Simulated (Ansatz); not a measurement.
The starting structures come from a database of crystals and need not be the phases stable at ambient conditions.

 Where the default PAW files enter, the runs use the earlier of Ansatz's two default sets.

Tunnelling through a barrier is set by its complex band structure: the current falls as exp(−2κd) with the smallest κ.

Consider the following.

```
CELL_PARAMETERS angstrom
      3.86860     0.00000     0.00000
      0.00000     3.86860     0.00000
      1.93430    -1.93430     3.20211
ATOMIC_POSITIONS crystal
  Ca 0.00000 0.00000 0.00000
  C  0.40211 0.59789 0.19578
  C  0.59789 0.40211 0.80422
```

Space group of this cell: I4/mmm. The cell is taken as given.

Transport runs along the normal of the first two printed cell vectors, the (001) plane of the conventional cell.

The gap is the functional's own, uncorrected, and κ follows it; spin-orbit coupling is left out. Mid-gap values are interpolated between the computed energies.

### Question
Predict the band gap and the smallest decay constant κ at mid-gap from r2SCAN (Ansatz, an electronic-structure program).

### Answer
Gap 1.66 eV on a 10×10×10 mesh; κ = 0.241 1/Å, at (0.500, 0.500) of the in-plane reciprocal vectors. At the zone centre, at the nearest computed energy, the slowest state has κ = 0.39 1/Å.
